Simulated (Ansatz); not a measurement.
# L1₀ (CuAu-type) CuAu

Computed with BLYP (PAW; Ansatz, an electronic-structure program).

Run with plane-wave cutoff 520 eV, 20×20×16 k mesh (along the axes of the cell as run), Fermi–Dirac smearing 0.05 eV, no spin polarisation, scalar-relativistic PAW data made under PBE.

Cell (relaxed at this level):

AuCu is taken in the tetragonal space group P4/mmm (No. 123), Pearson symbol tP2. Cell: a = b = 2.996 Å, c = 3.591 Å, α = β = γ = 90.00°. Cu on 1a is coordinated by 8 Au at 2.777 Å and 4 Cu at 2.996 Å. Au on 1d sees 8 Cu at 2.777 Å and 4 Au at 2.996 Å. (Neighbours: up to the widest gap in distance over summed covalent radii, below 1.35, at either atom.)

* **bulk modulus B0**: 108 GPa
* **band gap**: none
* **pressure derivative B′ of the bulk modulus**: 5.6

Note: the cell is over a tenth larger than the published one: the level's own overestimate first of all, though another phase or state, or a fault of the published cell, is possible; the bulk modulus comes from volumes at which shape and atoms were relaxed.

Spin–orbit coupling is not included; it can shift volumes and moduli of such heavy elements.

The computed numbers hold no vibrational or temperature effects.
